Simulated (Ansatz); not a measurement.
Consider GaN in the zinc blende structure (space group F-43m, No. 216; a = 4.4554 Å).

Computed with DFT with LDA, PAW potentials and a 420 eV plane-wave cutoff in Ansatz (a first-principles code), scalar-relativistic without spin-orbit coupling.

Strains are applied to the cell and any free atomic positions relax.

One change was made to it. Results:

```
quantity                           base      after
-----------------------------  --------  ---------
width of the top valence band   3.86 eV    4.25 eV
pressure                       0.00 GPa  18.13 GPa
```

Which of these changes matches the shifts?
(A) isotropic strain +1.50 %
(B) isotropic strain +0.50 %
(C) isotropic strain −2.50 %
(D) isotropic strain −0.50 %
(E) isotropic strain −1.50 %

C, isotropic strain −2.50 %. For comparison, the pressure in the other runs: isotropic strain +1.50 % gives -8.19 GPa; isotropic strain +0.50 % gives -2.93 GPa; isotropic strain −0.50 % gives 3.15 GPa; isotropic strain −1.50 % gives 10.13 GPa.

The levels and masses belong to the bands next to the band gap. Stability against distortions was not tested. This is not the structure that GaN has at room temperature and ambient pressure.
